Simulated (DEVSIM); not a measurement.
Structure: abrupt Ge n-p junction, at 300 K.

Layer 1 from the left is Ge, thickness (μm) 0.420, Nd (cm⁻³) 6.2e16, τn (s) 4.8e-5, τp (s) 4.8e-5. Layer 2 from the left is Ge, thickness (μm) 0.360, Na (cm⁻³) 1.8e17, τn (s) 1.4e-6, τp (s) 4.8e-5.

Left contact: ohmic. Right contact: ohmic. Voltage is applied to the left contact. Recombination: SRH at mid-gap, Auger. Mobility is μmin + (μ − μmin)/(1 + (N/Nref)^α).

This is a model device: material constants are rounded textbook-type values typed into the input, and sizes, dopings and lifetimes were drawn at random. Values at 300 K.

Ge: gap (eV) 0.664, affinity (eV) 4, permittivity 16, Nc (cm⁻³) 1.04e19, Nv (cm⁻³) 6e18, μn (cm²/Vs) 3900, μp (cm²/Vs) 1900, μn,min 150, μp,min 100, Nref,n 2.6e17, Nref,p 4e17, αn 0.56, αp 0.6, Cn (cm⁶/s) 1e-31, Cp (cm⁶/s) 1e-31.

DEVSIM, 1D drift-diffusion, Boltzmann statistics, complete ionisation; no tunnelling, impact ionisation, image-force lowering or self-heating.

Q: What does the simulation give for the dark forward voltage at 100 A/cm², the potential step across the device at zero bias, the dark forward voltage at 1 A/cm²?

A: dark forward voltage at 100 A/cm² 0.283 V; potential step across the device at zero bias 0.441 V; dark forward voltage at 1 A/cm² 0.162 V.
